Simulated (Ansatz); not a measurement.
**BP (model structure, started from the CdTe type, P6₄22, No. 181, 6 atoms in the cell): lattice constant a by level of theory**

No measured value is used here.

| level (code) | value (Å) |
|---|---|
| LDA (Ansatz) | 3.240 |
| PBE (Ansatz) | 3.279 |
| PBEsol (Ansatz) | 3.260 |
| PBE-D3(BJ) (Ansatz) | 3.247 |
| r²SCAN (Ansatz) | 3.276 |
| r²SCAN+rVV10 (Ansatz) | 3.273 |

Cutoffs differ between the levels. Ansatz's density-functional and Hartree–Fock values are scalar-relativistic unless marked +SOC, with PAW data made under PBE.

A model structure was made by putting elements into a prototype or built by hand; it is no filed structure, need not be a known phase, and can be a saddle point held by its symmetry.

Ansatz is a program for electronic structure.
